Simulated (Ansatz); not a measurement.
Start from PbTe in the rock salt structure (space group Fm-3m, No. 225; a = 6.4420 Å).

Levels (all Ansatz, an electronic-structure program, PAW): PBEsol (420 eV, no SOC); r2SCAN (500 eV, without spin-orbit coupling).

Its gap is 0.65 eV with PBEsol and 1.00 eV with r2SCAN.

Perturbation: the cell is scaled by 1.0508 in all directions; the atoms relax in the strained cell.

With PBEsol the gap becomes 0.90 eV.

Task: If the r2SCAN correction stayed the same, what would the r2SCAN gap be, and what does the r2SCAN run give?

Result: A rigid correction of +0.35 eV gives 1.25 eV. The r2SCAN run gives 1.26 eV, so the two effects roughly add.

Single points use the geometry relaxed with PBEsol. Spin-orbit coupling, missing from the scalar runs, can matter with Pb and Te. Stability against distortions was not tested.
